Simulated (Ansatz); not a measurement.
System: Ti3GeC2 (P6₃/mmc, No. 194; structure not from a measured cell). Method: r²SCAN in Ansatz (plane waves, PAW).

Numerical settings: plane-wave cutoff 600 eV, 24×24×4 k mesh (along the axes of the cell as run), Fermi–Dirac smearing 0.047 eV (set by the program), no spin polarisation, scalar-relativistic PAW data made under PBE.

Computed at the level's own relaxed cell.

Hill averages of the elastic tensor: K = 187.2 GPa, G = 140.1 GPa. Volume 12.273 Å³/atom, mean atomic mass 40.044 u.

Task: Work out the density, the sound velocities of a polycrystal and the elastic Debye temperature at this level.

Result: ρ = 1.66054 × 40.044/12.273 = 5.418 g/cm³. v_l = √[(K + 4G/3)/ρ] = 8.308 km/s and v_t = √(G/ρ) = 5.085 km/s. The mean follows from 3/v_m³ = 1/v_l³ + 2/v_t³: v_m = 5.614 km/s. Θ_D = (ħ/k_B) v_m (6π²/V)^(1/3) = 76.38 K Å s/km × 5.614 × 1.6898 Å⁻¹ = 725 K, counting all atoms of the cell.

Note: the relaxation could not lower the start's symmetry, so the cell can be a saddle point above a distorted one.

Ansatz is a first-principles code.
